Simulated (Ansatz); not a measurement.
**Several settings converged on LaCoSi2 (Cm, 8 atoms in the cell)**

```xyz
8
Lattice="2.1263 -8.3189 0.0000 2.1263 8.3189 0.0000 0.0000 0.0000 4.1045" Properties=species:S:1:pos:R:3 pbc="T T T"
La     2.1263    -1.8065     3.1284
La     2.1263     1.8065     1.0261
Co     2.1263    -5.2981     3.0784
Co     2.1263     5.2981     1.0261
Si     2.1263    -7.5916     3.0784
Si     2.1263     7.5916     1.0261
Si     2.1263     4.1666     3.0784
Si     2.1263    -4.1666     1.0261
```

Base method: PBEsol, default PAW files made with PBE (plane waves; Ansatz, an electronic-structure program).

Base settings: basis.ecutwfc = 420 eV; kpoints.mp_grid.grid = 3 3 3; hamiltonian.xc = pbesol; hamiltonian.pseudopotentials = {kind: paw} (the program's default PAW files); scf.occupations.method = gaussian; scf.occupations.width = 0.1 eV.

The count of work is k-points × plane waves × bands × iterations; it is no time. Core times come from one kind of shared machine, to one figure; runs under 30 s give none.

**The cutoff for other potential files**

Level: DFT, PBEsol, plane waves, harder PAW files (source: ansatz) made with PBE.

In this ladder: hamiltonian.pseudopotentials = {kind: paw, source: ansatz}.

The second cell is the first with its lattice scaled by 0.98.

The mesh stays at the base's, so the ladder's end is converged at best in this setting alone.

The first pressure column holds Ansatz's estimate of the finite-basis (Pulay) stress, which hides part of the cutoff error; the other is without it.

Only quantities that move along the ladder and can be compared are tabulated.

```tsv
basis.ecutwfc	free energy less the last step's (meV/atom)	energy of the compressed cell less the first (meV/atom)	pressure (GPa)	pressure without the Pulay estimate (GPa)	largest difference of a force vector from the last step's (eV/Å)	count of work / last	core time / last (rough)
405 eV	2001.66	-13.15	-4.29	-92.40	0.321	0.11	–
495 eV	381.08	-4.24	-3.99	-25.06	0.106	0.15	–
630 eV	26.70	-5.51	-4.31	-6.40	0.005	0.19	–
765 eV	1.33	-5.33	-4.34	-4.47	0.001	0.25	–
900 eV	0.24	-5.36	-4.34	-4.35	0.000	0.32	0.4
1080 eV	0.14	-5.37	-4.34	-4.34	0.000	0.46	0.5
1350 eV	0.04	-5.37	-4.34	-4.34	0.000	0.65	0.7
1800 eV	0.00	-5.37	-4.34	-4.34	0.000	1.0	1
```

Coarsest basis.ecutwfc that holds the pressure within 0.1 GPa of the last step, with all finer ones: 630 eV, at 0.19 of the last step's count of work; the step before is off by 0.35 GPa.

Coarsest basis.ecutwfc that holds the free energy within 1 meV/atom of the last step, with all finer ones: 900 eV, at 0.32 of the last step's count of work and about 0.4 of the last step's time; the step before is off by 1.3 meV/atom.

Coarsest basis.ecutwfc that holds the pressure without the Pulay estimate within 0.2 GPa of the last step, with all finer ones: 765 eV, at 0.25 of the last step's count of work; the step before is off by 2.1 GPa.

The energy difference between the two cells stays within 1 meV/atom of the last step's from 630 eV on, the total only from 900 eV on: much of the error is common to both cells and cancels.

At the lowest cutoff the pressure without the Pulay estimate lies 88.1 GPa under the last step's, the usual sign of Pulay stress in an incomplete plane-wave basis.

**The density cutoff**

The mesh stays at the base's, so the ladder's end is converged at best in this setting alone.

Only quantities that move along the ladder and can be compared are tabulated.

```csv
basis.ecutrho_ratio,free energy less the last step's (meV/atom),pressure (GPa)
2,-3.14,-4.19
3,-0.07,-4.36
4,0.00,-4.36
5,0.00,-4.36
6,0.00,-4.36
8,0.00,-4.36
10,0.00,-4.36
12,0.00,-4.36
16,0.00,-4.36
```

Coarsest basis.ecutrho_ratio that holds the free energy within 2 meV/atom of the last step, with all finer ones: 3; the step before is off by 3.1 meV/atom.

Coarsest basis.ecutrho_ratio that holds the pressure within 0.1 GPa of the last step, with all finer ones: 3; the step before is off by 0.18 GPa.

**The relaxed cell against the cutoff**

On LaCoSi₂ (Cmcm, 8 atoms in the cell): atoms on their sites.

In this ladder: relax = cell and atoms.

The mesh stays at the base's, so the ladder's end is converged at best in this setting alone.

Only quantities that move along the ladder and can be compared are tabulated.

```tsv
basis.ecutwfc	relaxed volume (Å³/atom)	relaxation steps	core time / last (rough)
210 eV	17.526	95	2
250 eV	17.441	26	0.8
295 eV	17.543	21	0.7
355 eV	17.501	11	0.5
420 eV	17.491	7	0.4
505 eV	17.489	7	0.5
630 eV	17.489	7	0.7
840 eV	17.489	7	1
```

Coarsest basis.ecutwfc that holds the relaxed volume within 0.017 Å³/atom of the last step, with all finer ones: 355 eV; the step before is off by 0.054 Å³/atom.

At the lowest cutoff the cell relaxes to a volume 0.2 % larger than at the highest. Ansatz relaxes on a stress corrected for the finite basis.

On the base run: the starting cell comes from a database of computed structures (which also holds hypothetical and non-ambient phases and stackings), without a prior relaxation at this level. Its lattice was rescaled by up to half a per cent. One atom was moved a little off its site on purpose. Spin polarisation is off. Without a gap this mesh is coarse (it stands for a supercell whose shortest vector is 12 Å).

Keys are those of Ansatz 0.2.
